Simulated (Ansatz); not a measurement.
Seebeck coefficient (μV/K, mean over directions) of p-type monolayer ZrS$_{2}$ against carrier density, PBE, rigid bands (Ansatz, an electronic-structure program). Computed gap 1.20 eV; densities at which minority carriers matter at this gap, or further valleys turn the trend, are left out. Conductivity mass 0.33 mₑ (harmonic mean over directions), N_v = 7.3e12 cm⁻² at 300 K.

```
hole density  300 K  500 K
------------  -----  -----
1.9e9 cm⁻²      ___    924
1.9e10 cm⁻²     ___    725
1.9e11 cm⁻²     481    527
5.7e11 cm⁻²     386    432
1.9e12 cm⁻²     283    329
5.7e12 cm⁻²     189    235
1.9e13 cm⁻²      93    136
5.7e13 cm⁻²     ___     70
```

**Question.** Some entries are withheld; supply them.

**Answer.** 
- 1.9e9 cm⁻², 300 K: 878
- 1.9e10 cm⁻², 300 K: 679
- 5.7e13 cm⁻², 300 K: 37

Rigid bands with a gap fixed in temperature, one relaxation time for all states, no polarons or phonon drag, and whether or not such doping can be reached. Spin-orbit coupling is left out; where it splits the top of the valence band, N_v and the p-type Seebeck coefficient come out somewhat high without it.

Model free-standing layer, not matched to a measured one here: monolayer ZrS2.
